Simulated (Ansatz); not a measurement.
System: AlB2-type TiB₂. Method: revPBE in Ansatz (plane waves, PAW).

Numerical settings: plane-wave cutoff 520 eV, 18×18×12 k mesh (along the axes of the cell as run), Fermi–Dirac smearing 0.1 eV, perturbation theory, no spin polarisation, scalar-relativistic PAW data made under PBE.

Computed at the level's own relaxed cell.

```
CELL_PARAMETERS angstrom
      3.04488     0.00000     0.00000
     -1.52244     2.63695     0.00000
      0.00000     0.00000     3.24143
ATOMIC_POSITIONS crystal
  Ti 0.00000 0.00000 0.00000
  B  0.66667 0.33333 0.50000
  B  0.33333 0.66667 0.50000
```

Harmonic phonon frequencies (cm⁻¹; i marks an imaginary mode):

| q point | frequencies |
|---|---|
| Γ | 0 0 0 502 502 503 546 875 875 |
| M | 294 312 355 510 512 543 780 814 840 |
| K | 330 330 332 531 531 636 738 738 886 |

No imaginary mode appears at these points.

Ansatz is a program for electronic structure.
